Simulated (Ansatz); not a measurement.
## Si, response to strain

Take Si in the diamond structure (space group Fd-3m, No. 227; a = 5.4021 Å) as the base. Axes: x, y, z lie along the cube axes.

Strains are applied to the cell and any free atomic positions relax.

Method: LDA/PAW in Ansatz (a program for electronic structure), scalar-relativistic without spin-orbit coupling.

Notes on the quantities. pressure: mean of the normal stresses, compression positive; energy relative to the base: free energy F.

| change | pressure | band gap | energy relative to the base | electron mass |
|---|---|---|---|---|
| base | -0.01 GPa | 0.45 eV | 0 meV/atom | 0.93 mₑ along k, 0.19 mₑ across (off the special points) |
| uniaxial strain ε_zz = −3.00 % | 3.09 GPa | 0.07 eV | +9.0 meV/atom | 0.90 mₑ along k, 0.19 mₑ across (off the special points) |
| uniaxial strain ε_zz = −2.50 % | 2.54 GPa | 0.13 eV | +6.2 meV/atom | 0.91 mₑ along k, 0.19 mₑ across (off the special points) |
| uniaxial strain ε_zz = −2.00 % | 2.01 GPa | 0.19 eV | +4.0 meV/atom | 0.92 mₑ along k, 0.19 mₑ across (off the special points) |
| uniaxial strain ε_zz = −1.50 % | 1.49 GPa | 0.26 eV | +2.2 meV/atom | 0.92 mₑ along k, 0.19 mₑ across (off the special points) |
| uniaxial strain ε_zz = −0.50 % | 0.48 GPa | 0.38 eV | +0.2 meV/atom | 0.93 mₑ along k, 0.19 mₑ across (off the special points) |
| uniaxial strain ε_zz = +0.50 % | -0.48 GPa | 0.43 eV | +0.2 meV/atom | 0.93 mₑ along k, 0.19 mₑ across (off the special points) |
| uniaxial strain ε_zz = +1.50 % | -1.40 GPa | 0.39 eV | +2.2 meV/atom | 0.92 mₑ along k, 0.19 mₑ across (off the special points) |
| uniaxial strain ε_zz = +2.00 % | -1.85 GPa | 0.38 eV | +3.9 meV/atom | 0.92 mₑ along k, 0.19 mₑ across (off the special points) |
| uniaxial strain ε_zz = +2.50 % | ___ | ___ | ___ | 0.92 mₑ along k, 0.19 mₑ across (off the special points) |

Problem. Some entries are withheld; estimate them.

Solution. 
- uniaxial strain ε_zz = +2.50 %, pressure: -2.28 GPa
- uniaxial strain ε_zz = +2.50 %, band gap: 0.36 eV
- uniaxial strain ε_zz = +2.50 %, energy relative to the base: +6.1 meV/atom

Masses are band curvatures over ±0.01 Å⁻¹ around the edge. Along k means along the line from Γ to the band edge. Stability against distortions was not tested. The zero or small gap of Si under uniaxial strain ε_zz = −3.00 %, Si under uniaxial strain ε_zz = −2.50 %, Si under uniaxial strain ε_zz = −2.00 % and Si under uniaxial strain ε_zz = −1.50 % can change with the level of theory. Labels are those of the standard path for the cell's own space group.
